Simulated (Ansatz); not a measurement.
Input and output of a self-consistent single point for a (001) slab of Al3Ni2 (cut from a parent of space group no. 164; 10 atoms in the cell) (Ansatz, a first-principles code).

Method of the run: LDA (PW92), default PAW files made with PBE (plane waves; Ansatz).

```xyz
10
Lattice="4.0062 0.0000 0.0000 -2.0031 3.4695 0.0000 0.0000 0.0000 22.3412" Properties=species:S:1:pos:R:3 pbc="T T T"
Al     0.0000     0.0000     8.7229
Al     0.0000     2.3130     7.0000
Al     2.0031     1.1565    10.4457
Ni     0.0000     2.3130     9.4404
Ni     2.0031     1.1565     8.0053
Al     0.0000     0.0000    13.6184
Al     0.0000     2.3130    11.8955
Al     2.0031     1.1565    15.3412
Ni     0.0000     2.3130    14.3359
Ni     2.0031     1.1565    12.9008
```

Reference input (self-consistent single point, DFT, LDA (PW92), plane waves, default PAW files made with PBE): basis.ecutwfc = 420 eV; kpoints.mp_grid.grid = 9 9 1; hamiltonian.xc = lda; hamiltonian.pseudopotentials = {kind: paw} (the program's default PAW files); scf.occupations.method = fermi_dirac; scf.occupations.width = 0.1 eV. This run's input differs from it in these lines:

Ansatz 0.2 input:
```diff
@@ -20,3 +20,3 @@
   mp_grid:
-    grid: [9, 9, 1]
+    grid: [6, 6, 1]
 hamiltonian:
```

Output (repeated stretches shortened):

```
SCF iter   1: F=—  HF=-26173.972984 eV  |F-HF|=—  |Δ(HF+E_count)|=         —  Δρ=1.19e-2  dr2=2.58e-1  ethr=1.77e-3  ⟨swp⟩=10.6  Hψ=1983  notcnv=0  defer=2
all-band conjugate gradients solve this SCF's bands
preconditioner: auto → LDOS
SCF iter   2: F=—  HF=-26174.165427 eV  |F-HF|=—  |Δ(HF+E_count)|=   1.92e-1  Δρ=3.09e-2  dr2=1.89e0  ethr=2.87e-4  ⟨swp⟩=2.9  Hψ=855  notcnv=0  defer=9  recentre
   [... lines left out ...]
SCF iter   7: F=—  HF=-26173.939680 eV  |F-HF|=—  |Δ(HF+E_count)|=   7.88e-6  Δρ=6.88e-5  dr2=1.02e-5  ethr=1.54e-7  ⟨swp⟩=1.6  Hψ=381  notcnv=0  defer=10
SCF iter   8: F=—  HF=-26173.939703 eV  |F-HF|=—  |Δ(HF+E_count)|=   2.33e-5  Δρ=3.56e-5  dr2=2.79e-6  ethr=1.13e-8  ⟨swp⟩=2.3  Hψ=628  notcnv=0  defer=10
SCF iter   9: F=—  HF=-26173.939703 eV  |F-HF|=—  |Δ(HF+E_count)|=   4.49e-8  Δρ=8.83e-6  dr2=1.67e-7  ethr=3.10e-9  ⟨swp⟩=2.0  Hψ=512  notcnv=0  defer=10
SCF iter  10: F=-26173.939703 eV  HF=-26173.939703 eV  |F-HF|=6.80e-10  |Δ(HF+E_count)|=   4.78e-9  Δρ=7.57e-7  dr2=2.29e-9  ethr=1.11e-10  ⟨swp⟩=15.7  Hψ=1700  notcnv=0
SCF 1 converged in 10 iterations: F = -26173.939703 eV  dr2 = 2.29e-9
Free energy (F): -26173.939703 eV
Internal energy: -26173.854674 eV  (E = F + TS)
E sigma→0 (E₀):  -26173.897188 eV
Entropy (-TS):   -0.085029 eV (-8.503 meV/atom)
Fermi energy:    2.547550 eV
--- Forces (eV/Å), atoms counted from 1 ---
  atom   1  Al    -0.00000000     0.00000000    -0.17156448
  atom   2  Al     0.00000000     0.00000000     0.86562934
  atom   3  Al    -0.00000000     0.00000000    -0.22884005
  atom   4  Ni    -0.00000000     0.00000000     0.19737729
  atom   5  Ni    -0.00000000     0.00000000    -0.09694691
  atom   6  Al     0.00000000    -0.00000000     0.17156448
  atom   7  Al     0.00000000    -0.00000000     0.22884005
  atom   8  Al    -0.00000000     0.00000000    -0.86562934
  atom   9  Ni     0.00000000    -0.00000000     0.09694691
  atom  10  Ni     0.00000000    -0.00000000    -0.19737729
--- Stress (GPa, compression-positive) ---
       -3.974822       0.000000      -0.000000
        0.000000      -3.974822       0.000000
       -0.000000       0.000000      -3.156021
  P = ⅓ Tr σ = -3.7019 GPa (-37.019 kbar)
  The stress holds the Pulay correction. Without it, at fixed plane waves, as pw.x and ABINIT print it: P = -3.7371 GPa
```

The run converged in 10 iterations. Against the reference run the free energy drops by 2.1 meV/atom and the largest force hardly changes (0.871 to 0.866 eV/Å).

The starting cell comes from a database of computed structures (which also holds hypothetical and non-ambient phases and stackings), without a prior relaxation at this level. The slab is cut from that crystal, and its faces are unrelaxed. Its lattice was rescaled by up to half a per cent. Spin polarisation is off.
